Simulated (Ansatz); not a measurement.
# A computed series for AlN: pressure series

Consider AlN in the zinc blende structure (space group F-43m, No. 216; a = 4.403 Å).

Cell and atoms are relaxed at each pressure.

Computed with PBE (Ansatz, a quantum-chemistry and plane-wave program, PAW, no SOC).

```csv
variant,smallest direct gap,volume per atom,width of the top valence band
base,3.98 eV,10.67 Å³,2.63 eV
pressure −2 GPa,3.88 eV,10.78 Å³,2.61 eV
pressure −1 GPa,3.93 eV,10.73 Å³,2.62 eV
pressure 0.3 GPa,3.99 eV,10.65 Å³,2.64 eV
pressure 0.7 GPa,4.01 eV,10.63 Å³,2.64 eV
pressure 1.5 GPa,4.04 eV,10.59 Å³,2.65 eV
pressure 3 GPa,4.11 eV,10.51 Å³,2.67 eV
pressure 5 GPa,4.19 eV,10.41 Å³,2.69 eV
pressure 7.5 GPa,4.29 eV,10.29 Å³,2.71 eV
pressure 10 GPa,4.39 eV,10.18 Å³,2.73 eV
```

Load acts through the strain it causes; cell and atoms are relaxed under it. Stability against distortions was not tested. Tetrahedral semiconductors of this kind turn to denser phases somewhere between about 1 and 50 GPa; those were not computed, so compressed cells here can lie past the real transition. This is not the structure that AlN has at room temperature and ambient pressure.
